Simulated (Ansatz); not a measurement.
**TiO2: response to strain**

The reference is TiO2 in the anatase structure (space group I4_1/amd, No. 141).

```
TiO2
1.0
   -1.88489     1.88489     4.77588
    1.88489    -1.88489     4.77588
    1.88489     1.88489    -4.77588
Ti O
2 4
Cartesian
  0.00000   0.00000   4.77588
  1.88489   0.00000   2.38794
  0.00000   0.00000   2.79363
  1.88489   0.00000   0.40569
  1.88489   0.00000   4.37019
  0.00000   0.00000   6.75813
```

Cartesian axes are those of the cell as printed.

Strains are applied to the cell and any free atomic positions relax; under biaxial strain the out-of-plane vector relaxes too.

Level of theory: PBEsol/PAW in Ansatz (a first-principles code), no SOC.

Notes on the quantities. energy relative to the base: free energy F.

| change | energy relative to the base | smallest direct gap | band gap | volume per atom |
|---|---|---|---|---|
| base | 0 meV/atom | 2.44 eV | 2.11 eV | 11.31 Å³ |
| biaxial strain +2.46 %, plane normal [001], relaxed out of plane | +12 meV/atom | 2.32 eV | 1.90 eV | 11.48 Å³ |
| isotropic strain −4.64 % | +163 meV/atom | 2.68 eV | 2.21 eV | 9.81 Å³ |
| uniaxial strain ε_xx = −0.46 % | +0.3 meV/atom | ___ | ___ | 11.26 Å³ |

Problem. Some entries are withheld; estimate them.

Solution. 
- uniaxial strain ε_xx = −0.46 %, smallest direct gap: 2.46 eV
- uniaxial strain ε_xx = −0.46 %, band gap: 2.12 eV

Whether these cells are dynamically stable was not tested. The final runs are not spin-polarised.
